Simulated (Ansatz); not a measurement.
MgAlNO (model structure, started from the AlSiCN type, P3m1, No. 156, 4 atoms in the cell), treated with PBE in Ansatz (PAW).

Settings: plane-wave cutoff 520 eV, 12×12×6 k mesh (along the axes of the cell as run), Fermi–Dirac smearing 0.01 eV, scalar-relativistic PAW data made under PBE.

Computed at the level's own relaxed cell.

```xyz
4
Lattice="3.1981 0.0000 0.0000 -1.5991 2.7696 0.0000 0.0000 0.0000 5.1301" Properties=species:S:1:pos:R:3 pbc="T T T"
Al     0.0000     1.8464     2.5775
Mg     1.5991     0.9232     5.1608
O      0.0000     1.8464     0.7276
N      1.5991     0.9232     3.0769
```

### Question
List the 10 lowest band energies at Γ above −25 eV (eV, relative to the valence band maximum), grouping those that round alike.

### Answer
At Γ: -17.50, -13.02, -5.01, -1.76 (×2), -0.39, 0.00 (×2), 3.26, 7.21.

Note: the relaxation could raise the start's symmetry but not lower it, so the cell can be a saddle point.

A model structure was made by putting elements into a prototype or built by hand; it is no filed structure, need not be a known phase, and can be a saddle point held by its symmetry.

Ansatz is a quantum-chemistry and plane-wave program.
